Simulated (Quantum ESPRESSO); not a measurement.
Worked example: self-consistent single point of Ti₃As (Pm-3n, 8 atoms in the cell) in Quantum ESPRESSO.

Level of theory: PBEsol, PseudoDojo standard norm-conserving (PBESOL) pseudopotentials (plane waves; Quantum ESPRESSO 7.5).

```yaml
crystal:
  lattice:
    - [5.02177, 0.00000, 0.00000]
    - [0.00000, 5.02177, 0.00000]
    - [0.00000, 0.00000, 5.02177]
  atoms:
    - { symbol: Ti, position: [0.50000, 0.25000, 0.00000] }
    - { symbol: Ti, position: [0.50000, 0.75000, 0.00000] }
    - { symbol: Ti, position: [0.25000, 0.00000, 0.50000] }
    - { symbol: Ti, position: [0.75000, 0.00000, 0.50000] }
    - { symbol: Ti, position: [0.00000, 0.50000, 0.25000] }
    - { symbol: Ti, position: [0.00000, 0.50000, 0.75000] }
    - { symbol: As, position: [0.50000, 0.50000, 0.50000] }
    - { symbol: As, position: [0.00000, 0.00000, 0.00000] }
```

Reference input (self-consistent single point, DFT, PBEsol, plane waves, PseudoDojo standard norm-conserving (PBESOL) pseudopotentials): ecutwfc = 85 Ry; occupations = smearing; smearing = methfessel-paxton; degauss = 0.0147 Ry; potentials = {Ti: Ti.upf, As: As.upf}; K_POINTS = automatic 4 4 4 0 0 0; conv_thr = 1e-10 Ry; mixing_beta = 0.4. This run's input differs from it in these lines:

```diff
@@ -35,3 +35,3 @@
 K_POINTS {automatic}
-4 4 4  0 0 0
+5 5 5  0 0 0
```

Log, with long lists cut:

```
     Self-consistent Calculation

     iteration #  1     ecut=    85.00 Ry     beta= 0.40

     Threshold (ethr) on eigenvalues was too large:
     Diagonalizing with lowered threshold

     total energy              =   -1135.64167445 Ry
     estimated scf accuracy    <       0.24686728 Ry

     iteration #  2     ecut=    85.00 Ry     beta= 0.40

     total energy              =   -1135.65894891 Ry
     estimated scf accuracy    <       0.02500138 Ry

     iteration #  3     ecut=    85.00 Ry     beta= 0.40
     c_bands:  1 eigenvalues not converged

     total energy              =   -1135.66730824 Ry
     estimated scf accuracy    <       0.00240781 Ry

   [... 7 blocks of this kind left out ...]

     iteration # 11     ecut=    85.00 Ry     beta= 0.40

     total energy              =   -1135.66768337 Ry
     estimated scf accuracy    <          1.0E-09 Ry

     iteration # 12     ecut=    85.00 Ry     beta= 0.40
     End of self-consistent calculation

     the Fermi energy is    15.1018 ev

!    total energy              =   -1135.66768337 Ry
     estimated scf accuracy    <          2.3E-11 Ry
     smearing contrib. (-TS)   =      -0.00092291 Ry
     internal energy E=F+TS    =   -1135.66676046 Ry

     convergence has been achieved in  12 iterations

     Forces acting on atoms (cartesian axes, Ry/au):

     atom    1 type  1   force =     0.00000000    0.00000000    0.00000000
   [... zero for the other atoms too ...]

     Total force =     0.000000     Total SCF correction =     0.000000

          total   stress  (Ry/bohr**3)                   (kbar)     P=      -51.17
  -0.00034782   0.00000000   0.00000000          -51.17        0.00        0.00
   0.00000000  -0.00034782   0.00000000            0.00      -51.17        0.00
   0.00000000   0.00000000  -0.00034782            0.00        0.00      -51.17

   JOB DONE.
```

The run converged in 12 iterations. Against the reference run the free energy is nearly the same (within 1 meV/atom) and the pressure goes from -4.98 to -5.12 GPa. The full log also holds: “c_bands:  2 eigenvalues not converged”.

The starting cell comes from a database of computed structures (which also holds hypothetical and non-ambient phases and stackings), without a prior relaxation at this level. Spin polarisation is off, so a magnetic state, if there is one, cannot be reached. With a pressure of about -5 GPa the cell is away from its equilibrium volume at this level.

Cost on one core of a shared machine: roughly 2 min.
